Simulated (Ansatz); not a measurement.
# Pressure series in Nb4GaSe8

The parent structure is Nb₄GaSe₈ (space group F-43m, No. 216; a = 10.365 Å).

Cell and atoms are relaxed at each pressure.

All numbers come from PBEsol (Ansatz, a program for electronic structure, PAW, no SOC).

Notes on the quantities. enthalpy: H = E + PV relative to the base's energy.

| variant | enthalpy | lattice parameter a |
|---|---|---|
| base | – | 10.365 Å |
| pressure −2 GPa | -0.27 eV/atom | 10.462 Å |
| pressure −1 GPa | -0.13 eV/atom | 10.412 Å |
| pressure 0.3 GPa | +0.04 eV/atom | 10.352 Å |
| pressure 0.7 GPa | +0.09 eV/atom | 10.335 Å |
| pressure 1.5 GPa | +0.20 eV/atom | 10.302 Å |
| pressure 3 GPa | +0.39 eV/atom | 10.245 Å |
| pressure 5 GPa | +0.65 eV/atom | 10.175 Å |
| pressure 7.5 GPa | +0.96 eV/atom | 10.097 Å |
| pressure 10 GPa | +1.27 eV/atom | 10.028 Å |

Load acts through the strain it causes; cell and atoms are relaxed under it. No phonon test of stability was made. Competing high-pressure phases were not computed. The final runs are not spin-polarised. An odd electron count without spin: Nb4GaSe8.
